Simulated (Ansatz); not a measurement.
## Effect of uniaxial strain ε_zz = −2.25 % on CdCu2GeSe4

Base system: CdCu$_{2}$GeSe$_{4}$ (space group I-42m, No. 121; a = 5.730 Å, c = 11.024 Å). Axes: x, y, z lie along a, b, c of the conventional cell.

Modification: uniaxial strain ε_zz = −2.25 %, all other strain components held at zero; the atoms relax in the strained cell.

Method: PBEsol (Ansatz, a program for electronic structure), spin-orbit coupling left out. Settings: 8×8×8 k-points, 0.05 eV Fermi–Dirac smearing.

| quantity | base | changed | shift |
|---|---|---|---|
| volume per atom | 22.62 Å³ | 22.11 Å³ | -0.51 Å³ |
| space group | I-42m (No. 121) | I-42m (No. 121) | – |
| shortest interatomic distance | 2.382 Å | 2.364 Å | -0.018 Å |
| energy relative to the base (free energy F) | 0 meV/atom | +3.0 meV/atom | +3.0 meV/atom |
| pressure (mean of the normal stresses, compression positive) | 0.0 GPa | 1.5 GPa | +1.5 GPa |
| band gap (uncertain: the Fermi level lies in a band; the changed cell) | zero | 0.06 eV | – |
| stress (xx, yy, zz, yz, xz, xy; compression positive) (rough) | – | (1.4, 1.4, 1.9, 0.0, 0.0, 0.0) GPa | – |

Without a gap, meshes like the base's 8×8×8 leave anisotropic stresses uncertain by several tenths of a GPa, and small strain energies with them. No phonon test of stability was made. All final runs are without spin polarisation. Gaps under 0.05 eV, about the width of the smearing, are given as zero. A zero or small gap of CdCu2GeSe4 can be the functional's error rather than a property of the material.
